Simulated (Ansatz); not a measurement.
By PBEsol, the system below comes out a metal.

A figure of merit of an interconnect metal is its ballistic conductance per area.

Consider the following.

```
CELL_PARAMETERS angstrom
      2.94955     0.00000     0.00000
     -1.47477     2.55438     0.00000
      1.47477     0.85146     2.40830
ATOMIC_POSITIONS crystal
  Au 0.00000 0.00000 0.00000
```

The cell is taken as given; by PBEsol it stands under a pressure of -9.3 GPa.

The current flows along the normal of the first two printed cell vectors, the (111) plane of the conventional cell. No spin-orbit coupling; the value is a mean over 0.1 eV about the Fermi level.

Q: Compute, with PBEsol (Ansatz, a first-principles code), the ballistic conductance per area.

A: 0.81 × 10¹⁵ S/m² for both spins.
